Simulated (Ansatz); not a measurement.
# Cubic perovskite SrVO₃: bulk modulus B0 by level of theory

No measured value is used here.

```csv
level (code),value (GPa),cell (Å³/atom)
LDA (Ansatz),218,10.74
PBE (Ansatz),181,11.48
PBEsol (Ansatz),200,11.06
r²SCAN (Ansatz),202,11.22
```

The crystal itself was run without spin with LDA, PBE, PBEsol, r²SCAN. LDA, PBE, PBEsol, r²SCAN: the relaxation could not lower the start's symmetry, so the cell can be a saddle point above a distorted one. Each level is taken at its own relaxed cell. Cutoffs differ between the levels. Ansatz's density-functional and Hartree–Fock values are scalar-relativistic unless marked +SOC, with PAW data made under PBE.

Ansatz is a quantum-chemistry and plane-wave program.
